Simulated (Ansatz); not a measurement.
**C, pressure series**

Base system: C (space group Fmmm, No. 69; a = 2.456 Å, b = 4.251 Å, c = 6.753 Å; layered, stacked along the Cartesian z axis).

Cell and atoms are relaxed at each pressure.

Level of theory: plane-wave PAW DFT at the r2SCAN+rVV10 level (Ansatz, a first-principles code, 500 eV), no spin-orbit coupling.

Notes on the quantities. enthalpy: H = E + PV relative to the base's energy.

```
case                   enthalpy  shortest interatomic distance     density
----------------  -------------  -----------------------------  ----------
base                          –                        1.417 Å  2.26 g/cm³
pressure −1 GPa   -0.06 eV/atom                        1.418 Å  2.19 g/cm³
pressure 0.3 GPa  +0.02 eV/atom                        1.416 Å  2.28 g/cm³
pressure 0.7 GPa  +0.04 eV/atom                        1.416 Å  2.30 g/cm³
pressure 1.5 GPa  +0.08 eV/atom                        1.415 Å  2.34 g/cm³
pressure 3 GPa    +0.16 eV/atom                        1.413 Å  2.40 g/cm³
pressure 5 GPa    +0.26 eV/atom                        1.411 Å  2.47 g/cm³
pressure 7.5 GPa  +0.39 eV/atom                        1.408 Å  2.54 g/cm³
pressure 10 GPa   +0.51 eV/atom                        1.406 Å  2.60 g/cm³
```

The mesh was chosen for an insulator and is coarse for the gapless case. Load acts through the strain it causes; cell and atoms are relaxed under it. No phonon test of stability was made. Competing high-pressure phases were not computed. The base started in Cmme and relaxed to Fmmm at this level. This is not the structure that C has at room temperature and ambient pressure.
